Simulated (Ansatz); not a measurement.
For Cu$_{3}$Ga (Pm-3m), PBEsol, DFPT electron-phonon coupling, linearised Boltzmann equation (Ansatz, a program for electronic structure) gives a transport coupling λ_tr = 0.300 and a Drude plasma energy ħω_p = 8.58 eV.

Problem. Estimate the resistivity at 300 K from the high-temperature formula ρ = 2π λ_tr k_B T / (ħ ε₀ ω_p²), and say how the full Boltzmann solution compares.

Solution. The scattering rate is 1/τ = 2π λ_tr k_B T/ħ = 7.40e13 s⁻¹ and ω_p = 1.30e16 s⁻¹, so ρ ≈ 4.92 μΩ·cm. The Boltzmann solution gives 4.59 μΩ·cm, 0.93 times the estimate.

A metal at this level (no band gap). Only scattering by harmonic phonons is included (no impurities, grain boundaries, electron-electron scattering or thermal expansion). Spin-orbit coupling is left out. The run warned that the eigensolver left some states short of its tolerance. Halving the electron mesh (24x24x24) moves the resistivity by up to 9 % at 300 K, the coupling by up to 2 %. Smearing 0.20 eV; phonons on a 4x4x4 q mesh, which this run doesn't test.

Computed structure, not matched to a measured one here, so possibly hypothetical: Cu3Ga (Pm-3m).
